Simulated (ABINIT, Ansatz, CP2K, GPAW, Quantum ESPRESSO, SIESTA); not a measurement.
**One structure in several programs: TaOs3 (Pm-3m, 4 atoms in the cell)**

Self-consistent single point.

```xyz
4
Lattice="3.9150 0.0000 0.0000 0.0000 3.9150 0.0000 0.0000 0.0000 3.9150" Properties=species:S:1:pos:R:3 pbc="T T T"
Ta     0.0000     0.0000     0.0000
Os     0.0000     1.9575     1.9575
Os     1.9575     0.0000     1.9575
Os     1.9575     1.9575     0.0000
```

All programs got the same cell, k-point mesh and kind of occupations (in Ansatz's words: kpoints.mp_grid.grid = 7 7 7; scf.occupations.method = fermi_dirac; scf.occupations.width = 0.1 eV); potentials, basis and cutoffs are each program's usual ones.

```csv
code,model,pressure (GPa),k-points,cutoff
CP2K,"PBEsol, GPW, DZVP-MOLOPT-SR-GTH basis, GTH-PBE potentials (GTH_POTENTIALS)",-7.99,172,grid 500 Ry
Quantum ESPRESSO,"PBEsol, PseudoDojo standard norm-conserving (PBESOL) pseudopotentials",-6.28,20,75 Ry
SIESTA,"GGA PBEsol, numerical atomic orbitals DZP, PseudoDojo PBEsol standard norm-conserving potentials (rewritten from UPF to PSML)",-5.07,172,grid 350 Ry
ABINIT,"PBEsol, norm-conserving pseudopotentials (PseudoDojo nc-sr-04 PBEsol standard)",-6.29,20,37 Ha
GPAW,"PBEsol, GPAW PAW datasets PBEsol (made by gpaw-setup)",-7.34,20,550 eV
Ansatz,"PBEsol, PAW files made with PBE",-6.16,20,default
```

The spread over the programs that give each value: pressure within 2.92 GPa.

The starting cell comes from a database of computed structures (which also holds hypothetical and non-ambient phases and stackings), without a prior relaxation at this level. On Ansatz's run: Spin-orbit coupling is off. Spin polarisation is off. In the base run, with a pressure of about -6 GPa the cell is away from its equilibrium volume at this level.

### Question
Why do the programs differ, and what cannot be compared?

### Answer
Differences of this kind can come from the potentials, where these differ, and from what each basis and cutoff leave unconverged. The valence holds different numbers of electrons (CP2K 61, Quantum ESPRESSO 61, SIESTA 61, ABINIT 61, GPAW 55, Ansatz (an electronic-structure program) 61). The zero of total energies and Fermi levels follows the potentials and each program's conventions, so they are not compared here. CP2K and SIESTA use small atom-centred bases, whose incompleteness enters pressures, forces and empty levels differently from a plane-wave cutoff. Ansatz's pressure is given at a fixed set of plane waves, as the other plane-wave codes print theirs; with its correction for the finite basis it is -6.08 GPa. The programs reduce the same mesh by symmetry to different extents, which changes the work and not the result. In the pressure, CP2K (by 1.70), SIESTA (by 1.21) and GPAW (by 1.05) lie more than 1 GPa from the median of the plane-wave programs.

Left out of this page: Elk and FLEUR (not drawn, or without a comparable value).

Keys are those of Ansatz 0.2.
